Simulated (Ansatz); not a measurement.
**TlCl: energy against volume**

TlCl (CsCl type, Pm-3m, 26.775 Å³/atom and stress up to 0.01 GPa in the relaxed cell, cube axes along x, y and z) under an equal strain ε along all three axes. PBEsol in Ansatz, a plane-wave DFT program (PAW, default set), 420 eV, 9×9×9 Γ-centred mesh, Fermi-Dirac smearing 0.05 eV; ions are relaxed, or left where forces stay under 0.02 eV/Å, within the symmetry of each cell. Against the start cell, which lies near the measured one, the relaxed cell differs by -5.4 % in volume; the values below rest on it.

Here V stands for volume and E for E less E0.

| volume (Å³/atom) | E less E0 (meV/atom) | pressure (GPa) |
|---|---|---|
| 25.2000 | 9.76 | 2.12 |
| 25.5876 | 5.37 | 1.52 |
| 25.9793 | 2.32 | 0.97 |
| 26.3749 | 0.56 | 0.46 |
| 26.7745 | 0.00 | -0.01 |
| 27.1781 | 0.57 | -0.44 |
| 27.5858 | 2.20 | -0.83 |
| 27.9975 | 4.81 | -1.20 |
| 28.4133 | 8.36 | -1.53 |
| 29.2572 | ? | ? |

The 9 complete rows are fitted with the third-order Birch-Murnaghan form, a cubic in V^(-2/3), E against V. With u = V^(-2/3) - 0.1118, the rows have u = 0.0045410, 0.0033632, 0.0022027, 0.0010598, -0.0000659, -0.0011748, -0.0022675, -0.0033439, -0.0044046. Least squares gives E = 0.003 + 45.3·u + 452013·u² + 2489300·u³. Residuals (row less fit): -0.003, 0.007, -0.003, -0.002, -0.002, 0.000, 0.005, -0.003, 0.000; standard error 0.004 (degrees of freedom: 5). Its minimum lies at u = -0.0000501, so V0 = (0.1117499)^(-3/2) = 26.77. There d²E/du² = 903300 and d³E/du³ = 1.494e7, so B0 = (4/9) × 26.77^(-7/3) × 903300 × 0.160218 = 30.0 GPa (the last factor turns the table's units into GPa), and B0' = 4 + (2/3) × 0.1117499 × (1.494e7)/903300 = 5.2. B0' rests on the cubic coefficient alone and has a standard error of 0.1 from these residuals.

Q: What does the fit predict for E at V = 29.2572, and how far is the calculated value from it?

A: u = -0.0064798, so E = 0.003 + 45.3 × (-0.0064798) + 452013 × (-0.0064798)² + 2489300 × (-0.0064798)³ = 18.011 meV/atom. The calculation gives 18.03 meV/atom, 0.019 meV/atom above the prediction (0.1 % of the range of E in the table). The row lies outside the fitted rows, so this is an extrapolation. The scatter of the fitted rows lies at the last printed digit.

The primitive cell can neither tilt nor turn polar against its symmetry, as such crystals can under strain. Spin-orbit coupling is left out, which can shift these values for the heavy elements here. Other structures, which can take over under pressure, weren't tried. The same form fitted to the pressure column gives B0' = 5.2; series where the two differ by over 0.4 aren't shown. Rows are the converged runs of the series near zero and its far end, less any whose ions stayed unrelaxed beside relaxed ones; series whose fitted rows scatter by over a few per cent of the range, as at a crossing or softening among them, aren't shown in this form.
